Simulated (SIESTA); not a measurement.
Worked example: self-consistent single point of ScCoC2 (P4/nmm, 8 atoms in the cell) in SIESTA.

Level of theory: SIESTA with GGA PBEsol, numerical atomic orbitals DZP, PseudoDojo PBEsol standard norm-conserving potentials (rewritten from UPF to PSML).

The change in words: lattice scaled by 0.98. Reference geometry:
```yaml
crystal:
  lattice:
    - [3.34281, 0.00000, 0.00000]
    - [0.00000, 3.34281, 0.00000]
    - [0.00000, 0.00000, 7.18148]
  atoms:
    - { symbol: Sc, position: [0.50000, 0.00000, 0.65433] }
    - { symbol: Sc, position: [0.00000, 0.50000, 0.34567] }
    - { symbol: Co, position: [0.50000, 0.50000, 0.00000] }
    - { symbol: Co, position: [0.00000, 0.00000, 0.00000] }
    - { symbol: C, position: [0.00000, 0.50000, 0.85013] }
    - { symbol: C, position: [0.50000, 0.00000, 0.14987] }
    - { symbol: C, position: [0.50000, 0.00000, 0.34670] }
    - { symbol: C, position: [0.00000, 0.50000, 0.65330] }
```

Reference input (self-consistent single point, DFT, GGA PBEsol, numerical atomic orbitals DZP, PseudoDojo PBEsol standard norm-conserving potentials (rewritten from UPF to PSML)): XC.functional = GGA; XC.authors = PBEsol; potentials = PseudoDojo PBEsol standard; PAO.BasisSize = DZP; PAO.EnergyShift = 0.01 Ry; MeshCutoff = 400 Ry; kgrid.MonkhorstPack = 8 8 4; OccupationFunction = MP; OccupationMPOrder = 0; ElectronicTemperature = 1578.21 K; MaxSCFIterations = 150; SCF.Mixer.Method = Broyden. This run's input differs from it in these lines:

```diff
@@ -13,5 +13,5 @@
 %block LatticeVectors
-     3.342810000    0.000000000    0.000000000
-     0.000000000    3.342810000    0.000000000
-     0.000000000    0.000000000    7.181480000
+     3.275954000    0.000000000    0.000000000
+     0.000000000    3.275954000    0.000000000
+     0.000000000    0.000000000    7.037850000
 %endblock LatticeVectors
@@ -19,10 +19,10 @@
 %block AtomicCoordinatesAndAtomicSpecies
-     1.671405000    0.000000000    4.699057808  1
-     0.000000000    1.671405000    2.482422192  1
-     1.671405000    1.671405000    0.000000000  2
+     1.637977000    0.000000000    4.605076390  1
+     0.000000000    1.637977000    2.432773609  1
+     1.637977000    1.637977000    0.000000000  2
      0.000000000    0.000000000    0.000000000  2
-     0.000000000    1.671405000    6.105191592  3
-     1.671405000    0.000000000    1.076288408  3
-     1.671405000    0.000000000    2.489819116  3
-     0.000000000    1.671405000    4.691660884  3
+     0.000000000    1.637977000    5.983087421  3
+     1.637977000    0.000000000    1.054762579  3
+     1.637977000    0.000000000    2.440022595  3
+     0.000000000    1.637977000    4.597827405  3
 %endblock AtomicCoordinatesAndAtomicSpecies
```

Output, abridged:

```
        iscf     Eharris(eV)        E_KS(eV)     FreeEng(eV)     dDmax    Ef(eV) dHmax(eV)
   scf:    1   -11053.543295   -11434.473492   -11434.527366  1.399279 -3.027948 67.296079
   scf:    2   -10261.227320   -11275.622661   -11275.622661  1.190656 -6.461236 90.101072
   scf:    3   -11698.079931   -11585.664045   -11585.671871  0.616369 -6.298933 18.957176
   scf:    4   -11598.872497   -11599.799205   -11599.803426  0.151555 -5.693736  2.239440
   scf:    5   -11600.339969   -11600.254374   -11600.261292  0.076449 -5.760920  0.366205
   [... 4 lines left out ...]
   scf:   10   -11600.287141   -11600.287037   -11600.293547  0.001205 -5.816939  0.002203
   scf:   11   -11600.287040   -11600.287039   -11600.293548  0.000053 -5.816925  0.001782
   scf:   12   -11600.287041   -11600.287040   -11600.293548  0.000045 -5.816932  0.001248
   scf:   13   -11600.287041   -11600.287040   -11600.293548  0.000031 -5.816936  0.000900
SCF Convergence by DM+H criterion
max |DM_out - DM_in|         :     0.0000308470
max |H_out - H_in|      (eV) :     0.0008999307
SCF cycle converged after 13 iterations

Using DM_out to compute the final energy and forces

siesta: E_KS(eV) =           -11600.2870

siesta: E_KS - E_eggbox =    -11600.2870

siesta: Atomic forces (eV/Ang):
     1    0.000000   -0.000000    0.065489
     2    0.000000    0.000000   -0.065489
     3    0.000000    0.000000   -0.000000
     4   -0.000000    0.000000   -0.000000
     5    0.000000    0.000000    1.561574
     6    0.000000    0.000000   -1.561574
     7   -0.000000    0.000000    1.990181
     8   -0.000000   -0.000000   -1.990181
   Tot   -0.000000    0.000000   -0.000000
   Max    1.990181
   Res    0.730503    sqrt( Sum f_i^2 / 3N )
   Max    1.990181    constrained

   [... lines left out ...]
siesta: FreeEng =    -11600.293548
   [... lines left out ...]
siesta:    -0.056539   -0.000000   -0.000000
siesta:    -0.000000   -0.056539    0.000000
siesta:    -0.000000    0.000000   -0.111832

siesta: Cell volume =         75.529324 Ang**3

siesta: Pressure (static):
siesta:                Solid            Molecule  Units
siesta:           0.00081653          0.00064619  Ry/Bohr**3
siesta:           0.07497003          0.05933026  eV/Ang**3
siesta:         120.11522998         95.05755950  kBar
```

The run converged in 13 iterations. Against the reference run the free energy rises by 12.6 meV/atom, the pressure goes from -4.15 to 12.01 GPa and the largest force goes from 1.051 to 1.990 eV/Å.

The starting cell comes from a database of computed structures (which also holds hypothetical and non-ambient phases and stackings), without a prior relaxation at this level. For this run, on top of that: lattice scaled by 0.98. Spin polarisation is off. Values carry the incompleteness of an atom-centred basis. With a pressure of about 12 GPa the cell is away from its equilibrium volume at this level. Forces in this geometry exceed 1 eV/Å.

Cost on one core of a shared machine: roughly 90 s.
